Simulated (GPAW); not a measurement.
Worked example: self-consistent single point of SrGe2Rh2 (I4/mmm, 5 atoms in the cell) in GPAW.

Level of theory: PBEsol, GPAW PAW datasets PBEsol (made by gpaw-setup) (plane waves; GPAW).

The change in words: lattice scaled by 0.98. Reference geometry:
```yaml
crystal:
  lattice:
    - [-2.09918, 2.09918, 5.42021]
    - [2.09918, -2.09918, 5.42021]
    - [2.09918, 2.09918, -5.42021]
  atoms:
    - { symbol: Sr, position: [0.00000, 0.00000, 0.00000] }
    - { symbol: Ge, position: [0.63367, 0.63367, 0.00000] }
    - { symbol: Ge, position: [0.36633, 0.36633, 0.00000] }
    - { symbol: Rh, position: [0.25000, 0.75000, 0.50000] }
    - { symbol: Rh, position: [0.75000, 0.25000, 0.50000] }
```

Reference input (self-consistent single point, DFT PBEsol, plane waves, GPAW PAW datasets PBEsol (made by gpaw-setup)): mode = pw; ecut = 550 eV; xc = PBEsol; kpts = 7 7 7; mesh shift (steps) = 0 0 0; occupations.name = methfessel-paxton; occupations.width = 0.05 eV; occupations.order = 0; nbands = -13; symmetry.symmorphic = false; symmetry.tolerance = 0.0005; maxiter = 100. This run's input differs from it in these lines:

```diff
@@ -5,5 +5,5 @@
 atoms = Atoms(['Sr', 'Ge', 'Ge', 'Rh', 'Rh'],
-              cell=[[-2.099185, 2.099185, 5.420205],
-                    [2.099185, -2.099185, 5.420205],
-                    [2.099185, 2.099185, -5.420205]],
+              cell=[[-2.057201, 2.057201, 5.311801],
+                    [2.057201, -2.057201, 5.311801],
+                    [2.057201, 2.057201, -5.311801]],
               scaled_positions=[[0.000000, 0.000000, 0.000000],
```

The program printed (abridged):

```
     iter     time        total  log10-change:
                         energy   eigst   dens
iter:   1 --:--:--   -33.072876
iter:   2 --:--:--   -32.867090   -1.08  -1.31
iter:   3 --:--:--   -32.280716   -1.29  -1.33
iter:   4 --:--:--   -32.161143   -2.16  -1.53
iter:   5 --:--:--   -32.025269   -2.01  -1.54
iter:   6 --:--:--   -32.087806   -2.30  -2.01
iter:   7 --:--:--   -31.995252   -2.53  -1.99
iter:   8 --:--:--   -31.994939   -3.85  -2.69
iter:   9 --:--:--   -31.993572c  -4.09  -2.77
iter:  10 --:--:--   -31.993244c  -4.25  -3.05
iter:  11 --:--:--   -31.993251c  -5.36  -3.43
iter:  12 --:--:--   -31.993252c  -5.89  -3.44
iter:  13 --:--:--   -31.993264c  -5.69  -3.47
iter:  14 --:--:--   -31.993254c  -6.47  -3.64
iter:  15 --:--:--   -31.993252c  -7.19  -3.72
iter:  16 --:--:--   -31.993245c  -6.62  -3.74
iter:  17 --:--:--   -31.993243c  -6.89  -3.79
iter:  18 --:--:--   -31.993238c  -6.38  -3.88
iter:  19 --:--:--   -31.993237c  -7.93c -4.27c
Converged after 19 iterations.

Dipole moment: (-0.000000, 0.000000, -0.000000) |e|*Ang

Energy contributions relative to reference atoms: (reference = -460695.428414)

Kinetic:        +45.786145
Potential:      -40.612100
External:        +0.000000
XC:             -36.648150
Entropy (-ST):   -0.002211
Local:           -0.518027
SIC:             +0.000000
--------------------------
Free energy:    -31.994342
Extrapolated:   -31.993237

Showing only first 2 kpts
 Kpt  Band  Eigenvalues  Occupancy
  0    22      8.81515    2.00000
  0    23      8.81515    2.00000
  0    24      9.13279    2.00000
  0    25     10.08608    0.00000

  1    22      7.86823    2.00000
  1    23      8.64105    2.00000
  1    24      9.78059    0.00000
  1    25      9.78410    0.00000

Fermi level: 9.30862

No gap
   [... lines left out ...]
Energy (eV): -31.993237

Forces in eV/Ang:
  0 Sr    0.00000    0.00000   -0.00000
  1 Ge    0.00000    0.00000   -0.78856
  2 Ge    0.00000    0.00000    0.78856
  3 Rh    0.00000    0.00000    0.00000
  4 Rh    0.00000    0.00000    0.00000

Stress tensor:
    -0.043784    -0.000000    -0.000000
    -0.000000    -0.043784    -0.000000
    -0.000000    -0.000000    -0.033066
Stress (GPa, Voigt): [-7.0149 -7.0149 -5.2978 -0.     -0.     -0.    ]
```

The run converged in 19 iterations. GPAW prints stress with tension positive. Against the reference run the free energy goes up by 15.3 meV/atom, the pressure goes from -1.74 to 6.44 GPa and the largest force goes from 0.101 to 0.789 eV/Å.

The starting cell comes from a database of computed structures (which also holds hypothetical and non-ambient phases and stackings), without a prior relaxation at this level. For this run, on top of that: lattice scaled by 0.98. Spin polarisation is off. With a pressure of about 6 GPa the cell is away from its equilibrium volume at this level.

Cost on one core of a shared machine: roughly 2 min.
